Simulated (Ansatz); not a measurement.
The starting structures come from a database of crystals and need not be the phases stable at ambient conditions.

## Evanescent states of TiZnO₃ (R-3, not sure to be the ambient phase, 10 atoms a cell, 10.7 Å³ an atom, -8 GPa at this level) along the normal of (110)

Level of theory: PBEsol (plane waves, PAW; Ansatz, a first-principles code).

The gap is the functional's own. No spin-orbit coupling. Mid-gap values are interpolated on the energy grid.

Energies count from the valence-band top; κ is the least over a 6×4 mesh across the current.

```tsv
E (eV)	κ (1/Å)	where
0.07	0.156	off Γ
0.23	0.237	off Γ
0.38	0.279	off Γ
0.53	0.309	off Γ
0.68	0.329	Γ
0.82	0.344	Γ
0.97	0.356	Γ
1.12	0.366	Γ
1.27	0.375	Γ
1.43	0.382	Γ
1.57	0.387	Γ
1.73	0.391	Γ
1.88	0.394	Γ
2.02	0.392	Γ
2.17	0.381	off Γ
2.33	0.365	off Γ
2.48	0.345	off Γ
2.62	0.318	off Γ
2.77	0.274	off Γ
2.92	0.192	off Γ
```

**Question.** How thick must the barrier be to attenuate the transmission by 10^6 when the electrodes' Fermi level lies at 1.88 eV, and what attenuation does that film give at 2.62 eV?

**Answer.** d = 6 ln 10 / (2 × 0.394) = 17.5 Å. At 2.62 eV it gives 6 × 0.318/0.394 = 4.8 decades.
